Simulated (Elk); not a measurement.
**Elk run on HfBe₂ (P6/mmm, 3 atoms in the cell): self-consistent single point**

Method: LDA (PW92), all-electron FP-LAPW, Elk's shipped species files, APW+lo basis with extra local orbitals in Elk.

The input file:

```
tasks
  0

xctype
  3

rgkmax
  7.5

gmaxvr
  14.0

nxlo
  2

lorbcnd
  .true.

lmaxi
  2

stype
  0

swidth
  0.00183747

scale
  7.142219873

avec
    1.0000000000    0.0000000005    0.0000000000
   -0.5000000004    0.8660254035    0.0000000000
    0.0000000000    0.0000000000    0.8387247008

atoms
  2   : nspecies
  'Hf.in'   : spfname
  1   : natoms; atposl, bfcmt below
  0.0000000000  0.0000000000  0.0000000000    0.0 0.0 0.0
  'Be.in'   : spfname
  2   : natoms; atposl, bfcmt below
  0.3333333333  0.6666666667  0.5000000000    0.0 0.0 0.0
  0.6666666667  0.3333333333  0.5000000000    0.0 0.0 0.0

ngridk
  10 10 10
```

Log, with long lists cut:

```
│ Elk code version 10.2.4 │

All units are atomic (Hartree, Bohr, etc.)

│ Ground-state run starting from atomic densities │

Lattice vectors :
   7.142219873      0.3571109937E-08   0.000000000
  -3.571109939       6.185343847       0.000000000
   0.000000000       0.000000000       5.990356226

Unit cell volume      :    264.6364807
Brillouin zone volume :   0.9373243355

Muffin-tin inner radius fraction :   0.1000000000E-01

Nuclei treated as point charges

Species :    1 (Hf)
 parameters loaded from : Hf.in
 name : hafnium
 nuclear charge    :   -72.00000000
 electronic charge :    72.00000000
 atomic mass :    325367.3656
 muffin-tin radius :    2.800000000
 number of radial points in muffin-tin :    697
 atomic positions (lattice), magnetic fields (Cartesian) :
   1 :   0.00000000  0.00000000  0.00000000    0.00000000  0.00000000  0.00000000

Species :    2 (Be)
 parameters loaded from : Be.in
 name : beryllium
 nuclear charge    :   -4.000000000
 electronic charge :    4.000000000
 atomic mass :    16428.20279
 muffin-tin radius :    1.800000000
 number of radial points in muffin-tin :    297
 atomic positions (lattice), magnetic fields (Cartesian) :
   1 :   0.33333333 -0.33333333  0.50000000    0.00000000  0.00000000  0.00000000
   2 :  -0.33333333  0.33333333  0.50000000    0.00000000  0.00000000  0.00000000

Total number of atoms per unit cell :    3

Spin treatment :
 spin-unpolarised

Number of Bravais lattice symmetries :   24
Number of crystal symmetries         :   24
Crystal has inversion symmetry
Real symmetric eigensolver will be used

k-point grid :     10    10    10
k-point offset :    0.000000000       0.000000000       0.000000000
k-point set is reduced with full crystal symmetry group
Total number of k-points :       84

Muffin-tin radius times maximum |G+k| :    7.500000000
 using average radius
Maximum |G+k| for APW functions       :    3.515625000
Maximum (1/2)|G+k|²                   :    6.179809570
Maximum |G| for potential and density :    14.00000000
 potential will be trimmed for |G| > 2 gkmax
Constant for pseudocharge density :   10
Radial integration step length :    4

G-vector grid sizes :     32    32    27
Number of G-vectors :    12243

Maximum angular momentum used for
 APW functions                      :    8
 outer part of muffin-tin           :    6
 inner part of muffin-tin           :    2

Total nuclear charge    :   -80.00000000
Total core charge       :    50.00000000
Total valence charge    :    30.00000000
Total excess charge     :    0.000000000
Total electronic charge :    80.00000000

Effective Wigner radius, rₛ :   0.9243228843

Number of empty states         :   12
Total number of valence states :   27
Total number of core states    :   50

Conduction state local-orbitals added automatically
Total number of local-orbitals :  226

Exchange-correlation functional :      3     0     0
 Perdew-Wang/Ceperley-Alder, Phys. Rev. B 45, 13244 (1992)
 gradient requirement :    0
 local density approximation (LDA)

Smearing type :    0
 Gaussian
Smearing width :   0.1837470000E-02
Effective electronic temperature (K) :    580.2271348

Mixing type :    3
 Broyden mixing, J. Phys. A: Math. Gen. 17, L317 (1984)

Kohn-Sham potential initialised from atomic data

│ Self-consistent loop started │
│ Loop number : 1 │
 total energy                :     -15101.8013582
│ Loop number : 2 │
 total energy                :     -15102.4563385
RMS change in Kohn-Sham potential (target) :   0.1767006793     (  0.1000000000E-05)
Absolute change in total energy (target)   :   0.6549802791     (  0.1000000000E-03)
│ Loop number : 3 │
 total energy                :     -15106.4439727
RMS change in Kohn-Sham potential (target) :   0.1381800801     (  0.1000000000E-05)
Absolute change in total energy (target)   :    4.151379289     (  0.1000000000E-03)
│ Loop number : 4 │
 total energy                :     -15111.2480277
RMS change in Kohn-Sham potential (target) :   0.8706657126E-01 (  0.1000000000E-05)
Absolute change in total energy (target)   :    5.841899793     (  0.1000000000E-03)
│ Loop number : 5 │
 total energy                :     -15115.1992728
RMS change in Kohn-Sham potential (target) :   0.4081613693E-01 (  0.1000000000E-05)
Absolute change in total energy (target)   :    5.411720024     (  0.1000000000E-03)
│ Loop number : 6 │
 total energy                :     -15117.2788358
RMS change in Kohn-Sham potential (target) :   0.1373761126E-01 (  0.1000000000E-05)
Absolute change in total energy (target)   :    3.432493056     (  0.1000000000E-03)
│ Loop number : 7 │
 total energy                :     -15118.2728412
RMS change in Kohn-Sham potential (target) :   0.1614293404E-02 (  0.1000000000E-05)
Absolute change in total energy (target)   :    1.852128636     (  0.1000000000E-03)
│ Loop number : 8 │
 total energy                :     -15118.0563198
RMS change in Kohn-Sham potential (target) :   0.4293274163E-03 (  0.1000000000E-05)
Absolute change in total energy (target)   :   0.2465107377     (  0.1000000000E-03)
│ Loop number : 9 │
 total energy                :     -15118.0211970
RMS change in Kohn-Sham potential (target) :   0.1298593416E-03 (  0.1000000000E-05)
Absolute change in total energy (target)   :   0.2650493632E-01 (  0.1000000000E-03)
│ Loop number : 10 │
 total energy                :     -15118.0401430
RMS change in Kohn-Sham potential (target) :   0.4200136079E-04 (  0.1000000000E-05)
Absolute change in total energy (target)   :   0.2557216301E-01 (  0.1000000000E-03)
│ Loop number : 11 │
 total energy                :     -15118.0456736
RMS change in Kohn-Sham potential (target) :   0.8232665742E-05 (  0.1000000000E-05)
Absolute change in total energy (target)   :   0.1192362847E-01 (  0.1000000000E-03)
│ Loop number : 12 │
 total energy                :     -15118.0460022
RMS change in Kohn-Sham potential (target) :   0.2277216787E-05 (  0.1000000000E-05)
Absolute change in total energy (target)   :   0.3309555103E-02 (  0.1000000000E-03)
│ Loop number : 13 │
 total energy                :     -15118.0460827
RMS change in Kohn-Sham potential (target) :   0.8051256259E-06 (  0.1000000000E-05)
Absolute change in total energy (target)   :   0.9079095707E-03 (  0.1000000000E-03)
│ Loop number : 14 │
 total energy                :     -15118.0461129
RMS change in Kohn-Sham potential (target) :   0.7635758897E-07 (  0.1000000000E-05)
Absolute change in total energy (target)   :   0.2571453933E-03 (  0.1000000000E-03)
│ Loop number : 15 │
 total energy                :     -15118.0461069
RMS change in Kohn-Sham potential (target) :   0.2124055005E-07 (  0.1000000000E-05)
Absolute change in total energy (target)   :   0.5830180089E-04 (  0.1000000000E-03)
Convergence targets achieved

│ Loop number : 16 │

Energies :
 Fermi                       :     0.265468307777
 sum of eigenvalues          :     -9242.26390108
 electron kinetic            :      16903.1246386
 core electron kinetic       :      16360.2178475
 Coulomb                     :     -31714.9132459
 Coulomb potential           :     -25738.9641707
 nuclear-nuclear             :     -1019.08100484
 electron-nuclear            :     -35652.7003113
 Hartree                     :      4956.86807029
 Madelung                    :     -18845.4311605
 xc potential                :     -406.424368947
 exchange                    :     -298.350363956
 correlation                 :     -7.90713553120
 total energy                :     -15118.0461067

Density of states at Fermi energy :    51.99133945
 (states/Hartree/unit cell)

Estimated indirect band gap :   0.1076193226E-02
 from k-point     72 to k-point     38
Estimated direct band gap   :   0.2288985895E-02
 at k-point     72

Charges :
 core                        :    50.00000000
 valence                     :    30.00000000
 interstitial                :    3.769082913
 muffin-tins (core leakage)
  species :    1 (Hf)
   atom    1                 :    70.48972038     (  0.3385151786E-06)
  species :    2 (Be)
   atom    1                 :    2.870598352     (  0.1275963946E-02)
   atom    2                 :    2.870598352     (  0.1275963946E-02)
 total in muffin-tins        :    76.23091709
 total calculated charge     :    79.99271789
 total charge                :    80.00000000
 error                       :   0.7282108995E-02

│ Self-consistent loop stopped │
```

The run converged in 16 iterations. The count includes the last loop, which Elk runs after its targets are met.

The starting cell comes from a database of computed structures (which also holds hypothetical and non-ambient phases and stackings), without a prior relaxation at this level. Spin-orbit coupling is off. Values depend on the basis (sphere radii, cutoffs, local orbitals), which need not be converged. The log's line on a gap gives a spacing of levels on this mesh, which the program prints for metals too.

Cost on one core of a shared machine: roughly 60 s.
